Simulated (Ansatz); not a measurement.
The reference is an 8-atom supercell of ZnSnP2 in the chalcopyrite structure (space group I-42d, No. 122; a = 5.702 Å, c = 11.436 Å) at its relaxed geometry.

All numbers come from PBE in Ansatz (plane waves to 420 eV, PAW, scalar-relativistic without spin-orbit coupling).

Before the change:

- Mean distance from the defect site to its nearest host atoms: 255 pm
- Pressure: 0.0 GPa

One thing is altered: one Sn atom is removed, atoms relaxed at fixed cell, starting from a slightly rattled geometry.

Question: Estimate the effect on the largest displacement of a host atom from its site in the perfect cell.

Answer: The largest displacement of a host atom from its site in the perfect cell is 1.20 Å.

Question: Estimate the effect on the mean distance from the defect site to its nearest host atoms.

Answer: The mean distance from the defect site to its nearest host atoms increases by 87 pm to 342 pm.

Question: Estimate the effect on the pressure.

Answer: The pressure goes from zero to 1.3 GPa.

The magnetic state is the one reached from the starting moments; the real material's order can differ, and small cells can't hold many antiferromagnetic ones. The cell is small, so the values are those of an ordered compound at a high defect concentration; dilute-limit values will differ. Starting moments died away, wholly or in part, for Sn vacancy; another magnetic solution may exist. The defect cell is spin-polarised and ends with 0.0 μB.

Ansatz is a quantum-chemistry and plane-wave program.
